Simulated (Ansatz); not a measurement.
An ideal cubic perovskite cell is held by its symmetry; such compounds can tilt or shift off centre at room temperature.

Crystal: BaTiO3 (Pm-3m, cubic perovskite, 5 atoms a cell, 12.9 Å³ an atom, -2 GPa at this level); planes in its conventional cell.

All values below come from r2SCAN (plane waves, PAW; Ansatz, a first-principles code).

The gap is the functional's own, uncorrected, and κ follows it; spin-orbit coupling is left out. Mid-gap values are interpolated between the computed energies.

| plane | area of the cell (Å²) | mid-gap κ (1/Å) | largest κ in the gap (1/Å) |
|---|---|---|---|
| (001) | 16.1 | 0.25 | 0.26 |
| (110) | 22.7 | ___ | ___ |
| (111) | 27.8 | ___ | ___ |

Question: The slowest decay depends on the direction. Supply the withheld values.

Answer: 
- (110), mid-gap κ (1/Å): 0.24
- (110), largest κ in the gap (1/Å): 0.24
- (111), mid-gap κ (1/Å): 0.28
- (111), largest κ in the gap (1/Å): 0.28
